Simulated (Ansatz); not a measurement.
Rb2Te (Fm-3m, No. 225, 3 atoms in the cell; start mp-441), treated with HSE06 (Ansatz, an electronic-structure program, PAW).

Numerical settings: plane-wave cutoff 460 eV, 6×6×6 k mesh, Fermi–Dirac smearing 0.01 eV, scalar-relativistic PAW data made under PBE.

Cell (relaxed with PBEsol):

```yaml
crystal:
  lattice:
    - [0.00000, 4.21636, 4.21636]
    - [4.21636, 0.00000, 4.21636]
    - [4.21636, 4.21636, 0.00000]
  atoms:
    - { symbol: Rb, position: [0.25000, 0.25000, 0.25000] }
    - { symbol: Rb, position: [0.75000, 0.75000, 0.75000] }
    - { symbol: Te, position: [0.00000, 0.00000, 0.00000] }
```

Problem. Estimate the band gap and smallest direct gap on the k points sampled that the calculation returns.

Solution. 
band gap: 2.74 eV (on the SCF k mesh)
smallest direct gap on the k points sampled: 2.98 eV

Note: cell and atoms aren't relaxed at this level (pressure 0.6 GPa).

Spin–orbit coupling is not included; with these elements it can move the gap by several tenths of an eV or more.

Static lattice: no zero-point or thermal effects.

Cost on a shared machine: around 5 core-minutes (rough).

A start named mp-… is a Materials Project structure, which need not be a measured phase.
